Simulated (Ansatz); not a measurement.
Start from Te in the diamond structure (space group Fd-3m, No. 227; a = 7.061 Å; a hypothetical phase, not in the database extracts checked; relaxed with 0.1 eV smearing). Axes: x, y, z lie along the cube axes.

One thing is altered: tensile biaxial strain of 0.85 % in the plane normal to [001], as in epitaxy on a mismatched substrate; the out-of-plane cell vector and the atoms relax.

Levels (all Ansatz, a quantum-chemistry and plane-wave program, PAW): PBEsol (420 eV, without spin-orbit coupling); r2SCAN (500 eV, no spin-orbit coupling).

The geometry is relaxed with PBEsol.

| Quantity | Result |
|---|---|
| PBEsol pressure | 0.3 GPa |

**Question.** What does r2SCAN give at this geometry for the pressure?

**Answer.** The pressure goes up by 1.2 GPa, from 0.3 GPa to 1.5 GPa.

Single points use the geometry relaxed with PBEsol. Their cutoffs differ, which shifts pressures a little. Whether these cells are dynamically stable was not tested. Under biaxial strain +0.85 %, plane normal [001], relaxed out of plane the cell ends below the base's energy or with stress of the wrong sign: the atoms slid into a distortion or the cell is elastically unstable, so the base is not a stable minimum at this level.
